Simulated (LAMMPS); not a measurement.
Atomistic model of a symmetric tilt boundary about [001] in Ni3Al (L1_2), boundary plane (320) of one grain on (3-20) of the other.

Method: classical force field (static), pair style eam/alloy, file NiAlH_jea.eam.alloy; code LAMMPS.

| Property | Result |
|---|---|
| boundary energy (lowest found) | 1.14 J/m² |
| excess volume | 0.33 Å |
| Σ | 13 |
| rotation about the axis | 67.38 ° |
| disorientation (full cubic symmetry) | 22.62 ° |
| largest excess energy of an atom | 0.41 eV |
| lattice constant at 0 K | 3.568 Å |
| cost | roughly 100 core-seconds |

Potential: file NiAlH_jea.eam.alloy of the LAMMPS distribution; its header cites Moody and Baskes, Modell Sim Mater Sci Eng, 3, 289-307 (1995).
